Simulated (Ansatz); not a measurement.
Consider Rh in the fcc (Cu type) structure (space group Fm-3m, No. 225; relaxed with 0.1 eV smearing).

```
Rh
1.0
    0.00000     1.90077     1.90077
    1.90077     0.00000     1.90077
    1.90077     1.90077     0.00000
Rh
1
Cartesian
  0.00000   0.00000   0.00000
```

Method: Ansatz (a program for electronic structure), r2SCAN, PAW, cutoff 500 eV, no spin-orbit coupling.

Strains are applied to the cell and any free atomic positions relax.

One change was made to it. Results:

The energy rises by 11 meV/atom; the pressure goes from zero to 9.1 GPa.

**Question.** What was done to the base?
A. isotropic strain −3.00 %
B. isotropic strain −0.50 %
C. isotropic strain −1.00 %
D. isotropic strain −1.50 %

**Answer.** C, isotropic strain −1.00 %. For comparison, the energy relative to the base in the other runs: isotropic strain −1.50 % gives +26 meV/atom; isotropic strain −0.50 % gives +2.8 meV/atom; isotropic strain −3.00 % gives +110 meV/atom.

Stability against distortions was not tested. All final runs are without spin polarisation.
